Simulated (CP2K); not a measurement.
Input and output of a self-consistent single point for C (Fd-3m, 2 atoms in the cell) (CP2K).

Computed with LDA (Pade form), GPW, DZVP-MOLOPT-PBE-GTH basis, GTH-PBE potentials (POTENTIAL_UZH) in CP2K.

```yaml
crystal:
  lattice:
    - [2.51783, 0.00000, 0.00000]
    - [1.25892, 2.18051, 0.00000]
    - [1.25892, 0.72684, 2.05580]
  atoms:
    - { symbol: C, position: [0.50000, 0.50000, 0.50000] }
    - { symbol: C, position: [0.75000, 0.75000, 0.75000] }
```

Reference input (self-consistent single point, DFT PBE, GPW, DZVP-MOLOPT-PBE-GTH basis, GTH-PBE potentials (POTENTIAL_UZH)): CUTOFF = 400 Ry; REL_CUTOFF = 40 Ry; SMEAR/METHOD = FERMI_DIRAC; ELECTRONIC_TEMPERATURE = 116.05 K; KPOINTS/SCHEME = MONKHORST-PACK 13 13 13; XC_FUNCTIONAL = PBE; C/BASIS_SET = DZVP-MOLOPT-PBE-GTH-q4; C/POTENTIAL = GTH-PBE-q4; METHOD = GPW; EPS_DEFAULT = 1e-10; NGRIDS = 4; SCF_GUESS = ATOMIC. This run's input differs from it in these lines:

```diff
@@ -43,3 +43,3 @@
     &XC
-      &XC_FUNCTIONAL PBE
+      &XC_FUNCTIONAL PADE
       &END XC_FUNCTIONAL
```

Output (repeated stretches shortened):

```
 SCF WAVEFUNCTION OPTIMIZATION

  Step     Update method      Time    Convergence         Total energy    Change
     1 NoMix/Diag. 0.30E+00      -     0.77513417       -11.6524057837 -1.17E+01
     2 Broy./Diag. 0.30E+00      -     0.01493779       -10.7286105588  9.24E-01
     3 Broy./Diag. 0.30E+00      -     0.05326288       -11.2156307516 -4.87E-01
     4 Broy./Diag. 0.30E+00      -     0.00011146       -11.3638034621 -1.48E-01
     5 Broy./Diag. 0.30E+00      -     0.00030470       -11.3533921808  1.04E-02
     6 Broy./Diag. 0.30E+00      -     0.00002839       -11.3548351223 -1.44E-03
     7 Broy./Diag. 0.30E+00      -     0.00000834       -11.3551623587 -3.27E-04
     8 Broy./Diag. 0.30E+00      -     0.00000132       -11.3551635714 -1.21E-06
     9 Broy./Diag. 0.30E+00      -     0.00000196       -11.3552215925 -5.80E-05
    10 Broy./Diag. 0.30E+00      -     8.6220E-09       -11.3552254082 -3.82E-06
  *** SCF run converged in    10 steps ***

  Overlap energy of the core charge distribution:               0.00000002550644
  Self energy of the core charge distribution:                -26.66343361667065
  Core Hamiltonian energy:                                      8.40990081313096
  Hartree energy:                                              10.42861509405396
  Exchange-correlation energy:                                 -3.53030772420634
  Electronic entropic energy:                                  -0.00000000000000
  Fermi energy:                                                 0.51019983831673

  Total energy:                                               -11.35522540818562
  Total energy (extrapolated to T->0):                        -11.35522540818562

                     Mulliken Population Analysis

   [... lines left out ...]

 STRESS| Analytical stress tensor [bar]
 STRESS|                        x                   y                   z
 STRESS|      x        2.64025405124E+04  -1.60886272221E-01  -1.13763900605E-01
 STRESS|      y       -1.60886272221E-01   2.64013131734E+04   3.85288507300E-01
 STRESS|      z       -1.13763900605E-01   3.85288507300E-01   2.64001670828E+04
 STRESS| 1/3 Trace                                             2.64013402562E+04
```

The run converged in 10 iterations. Against the reference run the pressure goes from 6.02 to 2.64 GPa and the gap on the mesh goes from 4.564 to 4.388 eV.

The starting cell comes from a database of computed structures (which also holds hypothetical and non-ambient phases and stackings), without a prior relaxation at this level. Values carry the incompleteness of an atom-centred basis. The potentials were made for another functional than the one used.

Cost on one core of a shared machine: roughly 2 min.
